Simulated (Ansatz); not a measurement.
Consider the following.

```yaml
crystal:
  lattice:
    - [0.00000, 2.58084, 2.58084]
    - [2.58084, 0.00000, 2.58084]
    - [2.58084, 2.58084, 0.00000]
  atoms:
    - { symbol: Mg, position: [0.00000, 0.00000, 0.00000] }
    - { symbol: S, position: [0.50000, 0.50000, 0.50000] }
```

These are r2SCAN with spin-orbit coupling, rigid bands (plane waves, PAW; Ansatz, a quantum-chemistry and plane-wave program) values and carry that method's errors. Condition of this run: hydrostatic pressure 2 GPa (the target of the relaxation). Geometry: cell and atoms relaxed with r2SCAN, then loaded as said.

Q: What conductivity effective mass do dilute holes have at 300 K?

A: 1.19 mₑ.

Q: What conductivity effective mass do dilute electrons have at 300 K?

A: 0.37 mₑ.

Q: And the band gap?

A: 3.48 eV at this level; semilocal functionals usually fall short of the measured gap.

Rigid bands, one relaxation time for all states, no polarons.
